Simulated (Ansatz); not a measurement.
Start from InSe in the beta-GaS type structure (space group P6_3/mmc, No. 194; a = 4.0162 Å, c = 16.9265 Å; layered, stacked along the Cartesian z axis).

Calculations: plane-wave PAW DFT at the r2SCAN+rVV10 level (Ansatz, a program for electronic structure, 500 eV), no spin-orbit coupling, earlier PAW set.

Before the change:

| Item | Result |
|---|---|
| Width of the top valence band | 1.76 eV |

Perturbation: every lattice vector is shortened by 3.76 %, atoms relaxed at fixed cell.

Task: Estimate the effect on the energy relative to the base and width of the top valence band.

Result: The energy rises by 42 meV/atom; the width of the top valence band grows by 0.196 eV to 1.95 eV.

The levels and masses belong to the bands next to the band gap. The cells carry an imposed strain or load. No phonon test of stability was made.
